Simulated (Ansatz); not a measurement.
Take Ti in the hcp (Mg type) structure (space group P6_3/mmc, No. 194; a = 2.9364 Å, c = 4.6402 Å; relaxed with 0.1 eV smearing) as the base.

Level of theory: Ansatz (an electronic-structure program) r2SCAN, no SOC.

Base values:

The pressure is 0.0 GPa and the band gap is zero.

One thing is altered: every lattice vector is shortened by 0.50 %, atoms relaxed at fixed cell.

Task: Estimate the effect on the energy relative to the base, pressure and band gap.

Result: The energy rises by 1.4 meV/atom; the pressure (mean of the normal stresses, compression positive) goes from zero to 1.8 GPa; the band gap stays zero.

The cells carry an imposed strain or load. No phonon test of stability was made. All final runs are without spin polarisation.
